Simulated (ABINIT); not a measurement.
ABINIT run on Sn (I4_1/amd, 2 atoms in the cell): self-consistent single point.

Method: PBE, norm-conserving pseudopotentials (PseudoDojo nc-sr-05 PBE standard) (plane waves; ABINIT).

The change in words: lattice scaled by 0.98. Reference geometry:
```yaml
crystal:
  lattice:
    - [-2.99512, 2.99512, 1.62921]
    - [2.99512, -2.99512, 1.62921]
    - [2.99512, 2.99512, -1.62921]
  atoms:
    - { symbol: Sn, position: [0.75000, 0.25000, 0.50000] }
    - { symbol: Sn, position: [0.00000, 0.00000, 0.00000] }
```

Reference input (self-consistent single point, DFT, PBE, plane waves, norm-conserving pseudopotentials (PseudoDojo nc-sr-05 PBE standard)): pseudos = [Sn.upf]; ecut = 36 Ha; ixc = 11; occopt = 7; tsmear = 0.00183747 Ha; ngkpt = 8 8 8; nshiftk = 1; shiftk = 0 0 0; potentials = PseudoDojo nc-sr-05 PBE standard; nband = 19; kptopt = 1; nstep = 100. This run's input differs from it in these lines:

```diff
@@ -5,5 +5,5 @@
 rprim
-        -2.9951210000    2.9951210000    1.6292070000
-         2.9951210000   -2.9951210000    1.6292070000
-         2.9951210000    2.9951210000   -1.6292070000
+        -2.9352190000    2.9352190000    1.5966230000
+         2.9352190000   -2.9352190000    1.5966230000
+         2.9352190000    2.9352190000   -1.5966230000
 natom 2
@@ -13,3 +13,3 @@
 xcart
-        -0.0000000000    5.6599584001    1.5393775152
+        -0.0000000000    5.5467600258    1.5085900971
          0.0000000000    0.0000000000    0.0000000000
```

Log, with long lists cut:

```
--- !BeginCycle
solver: {iscf: 7, nstep: 100, nline: 4, wfoptalg: 0, }
tolerances: {tolvrs: 1.00E-10, }
...

     iter   Etot(hartree)      deltaE(h)  residm     vres2
 ETOT  1  -157.12735625617    -1.571E+02 7.636E-01 1.729E+00
 ETOT  2  -157.66999104731    -5.426E-01 2.244E-02 4.098E+00
 ETOT  3  -157.67037617789    -3.851E-04 1.707E-02 1.490E+00
 ETOT  4  -157.67055558358    -1.794E-04 3.966E-03 2.869E-02
 ETOT  5  -157.67055804721    -2.464E-06 1.880E-03 6.410E-05
 ETOT  6  -157.67055805161    -4.396E-09 4.353E-04 1.445E-05
 ETOT  7  -157.67055805358    -1.966E-09 6.154E-04 1.324E-07
 ETOT  8  -157.67055805359    -1.756E-11 1.576E-04 1.944E-09
 ETOT  9  -157.67055805359     7.390E-13 1.035E-04 5.044E-11
 At SCF step    9       vres2   =  5.04E-11 < tolvrs=  1.00E-10 =>converged.

 Cartesian components of stress tensor (hartree/bohr^3)
  sigma(1 1)= -3.53535857E-05  sigma(3 2)=  0.00000000E+00
  sigma(2 2)= -3.53535857E-05  sigma(3 1)=  0.00000000E+00
  sigma(3 3)= -9.09200899E-05  sigma(2 1)=  0.00000000E+00

 ----iterations are completed or convergence reached----

 reduced coordinates (array xred) for    2 atoms
       0.749999998358      0.249999999450      0.499999998907
      -0.000000001642     -0.000000000550     -0.000000001093
 cartesian forces (eV/Angstrom) at end:
    1     -0.00000000000000    -0.00000000000000    -0.00000000000000
    2     -0.00000000000000    -0.00000000000000    -0.00000000000000
 frms,max,avg= 0.0000000E+00 0.0000000E+00   0.000E+00  0.000E+00  0.000E+00 e/A
   [... lines left out ...]
 Fermi (or HOMO) energy (eV) =   2.73813   Average Vxc (eV)= -10.47195
   [... lines left out ...]
total_energy        : -1.57670558053593E+02
total_energy_eV     : -4.29043407861672E+03
band_energy         : -1.42556992537162E+01
...

-Cartesian components of stress tensor (GPa)         [Pressure=  1.5851E+00 GPa]
- sigma(1 1)= -1.04013823E+00  sigma(3 2)=  0.00000000E+00
- sigma(2 2)= -1.04013823E+00  sigma(3 1)=  0.00000000E+00
- sigma(3 3)= -2.67496095E+00  sigma(2 1)=  0.00000000E+00

 Calculation completed.
```

The run converged in 9 iterations. Against the reference run the free energy goes up by 1.5 meV/atom and the pressure goes from -1.22 to 1.59 GPa.

The starting cell comes from a database of computed structures (which also holds hypothetical and non-ambient phases and stackings), without a prior relaxation at this level. Its lattice was rescaled by a random factor within 2.5 % of one. For this run, on top of that: lattice scaled by 0.98.

Cost on one core of a shared machine: roughly 3 min.
